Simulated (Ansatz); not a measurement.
Ansatz (an electronic-structure program) run on KHgF3 (Cmm2, 5 atoms in the cell): self-consistent single point.

Level of theory: LDA (PW92), default PAW files made with PBE (plane waves; Ansatz).

```
KHgF3
1.0
    3.19236    -3.19847     0.00000
    3.19236     3.19847     0.00000
    0.00000     0.00000     4.51082
K Hg F
1 1 3
Cartesian
  0.00000   0.00000   2.30541
  3.19236   0.00000   0.00000
  1.59618   1.59924   0.00000
  1.59618  -1.59924   0.00000
  3.19236   0.00000   2.25541
```

Reference input (self-consistent single point, DFT, LDA (PW92), plane waves, default PAW files made with PBE): basis.ecutwfc = 420 eV; kpoints.mp_grid.grid = 6 6 6; hamiltonian.xc = lda; hamiltonian.pseudopotentials = {kind: paw} (the program's default PAW files); scf.occupations.method = fixed. This run's input differs from it in these lines:

Ansatz 0.2 input:
```diff
@@ -15,3 +15,4 @@
   mp_grid:
-    grid: [6, 6, 6]
+    grid: [10, 10, 10]
+    shift: [0.5, 0.5, 0.5]
 hamiltonian:
```

Output, abridged:

```
SCF iter   1: F=—  HF=-17401.091894 eV  |F-HF|=—  |Δ(HF+E_count)|=         —  Δρ=1.76e-2  dr2=2.11e-1  ethr=1.77e-3  ⟨swp⟩=5.1  Hψ=16008  notcnv=0  defer=404
all-band conjugate gradients solve this SCF's bands
preconditioner: auto → Resta (q_TF=auto, 2.464 Å⁻¹)
SCF iter   2: F=—  HF=-17401.037861 eV  |F-HF|=—  |Δ(HF+E_count)|=   5.40e-2  Δρ=5.50e-3  dr2=1.10e-2  ethr=4.21e-4  ⟨swp⟩=2.2  Hψ=9005  notcnv=0  defer=432
   [... lines left out ...]
SCF iter   5: F=—  HF=-17401.034184 eV  |F-HF|=—  |Δ(HF+E_count)|=   2.99e-5  Δρ=1.01e-4  dr2=1.18e-5  ethr=4.20e-7  ⟨swp⟩=2.9  Hψ=7444  notcnv=0  defer=153
SCF iter   6: F=—  HF=-17401.034197 eV  |F-HF|=—  |Δ(HF+E_count)|=   1.28e-5  Δρ=8.03e-5  dr2=4.28e-6  ethr=2.36e-8  ⟨swp⟩=2.1  Hψ=7242  notcnv=0  defer=153
SCF iter   7: F=—  HF=-17401.034196 eV  |F-HF|=—  |Δ(HF+E_count)|=   8.44e-7  Δρ=2.61e-5  dr2=5.46e-7  ethr=8.55e-9  ⟨swp⟩=2.0  Hψ=7277  notcnv=0  defer=153
SCF iter   8: F=-17401.034196 eV  HF=-17401.034196 eV  |F-HF|=1.39e-8  |Δ(HF+E_count)|=   1.01e-7  Δρ=5.68e-6  dr2=5.02e-8  ethr=2.00e-10  ⟨swp⟩=9.3  Hψ=20200  notcnv=0
SCF 1 converged in 8 iterations: F = -17401.034196 eV  dr2 = 5.02e-8
Free energy (F): -17401.034196 eV
Internal energy: -17401.034196 eV  (E = F + TS)
E sigma→0 (E₀):  -17401.034196 eV
Fermi energy:    4.153395 eV
--- Forces (eV/Å), atoms counted from 1 ---
  atom   1  K      0.00000000     0.00000000     0.01410420
  atom   2  Hg     0.00000000     0.00000000     0.02991799
  atom   3  F     -0.00000000     0.00000000    -0.02616850
  atom   4  F     -0.00000000     0.00000000    -0.02616850
  atom   5  F      0.00000000     0.00000000     0.00830004
--- Stress (GPa, compression-positive) ---
       -3.245620       0.000000      -0.000000
        0.000000      -3.271133       0.000000
       -0.000000       0.000000      -3.158573
  P = ⅓ Tr σ = -3.2251 GPa (-32.251 kbar)
  The stress holds the Pulay correction. Without it, at fixed plane waves, as pw.x and ABINIT print it: P = -3.8120 GPa
```

The run converged in 8 iterations. Against the reference run the free energy stays essentially unchanged (within 1 meV/atom), the pressure stays at -3.23 GPa, the largest force stays at 0.030 eV/Å and the gap on the mesh goes from 0.292 to 0.518 eV.

The starting cell comes from a database of computed structures (which also holds hypothetical and non-ambient phases and stackings), without a prior relaxation at this level. Its lattice was rescaled by up to half a per cent. One atom was moved a little off its site on purpose. Spin-orbit coupling is off. Ansatz's pressure includes its estimate of the finite-basis (Pulay) stress. Without the estimate this run gives -3.81 GPa. Another mesh or the band path of this cell gives a smaller gap, so this value is not converged in the mesh.

Cost on one core of a shared machine: roughly 30 s.
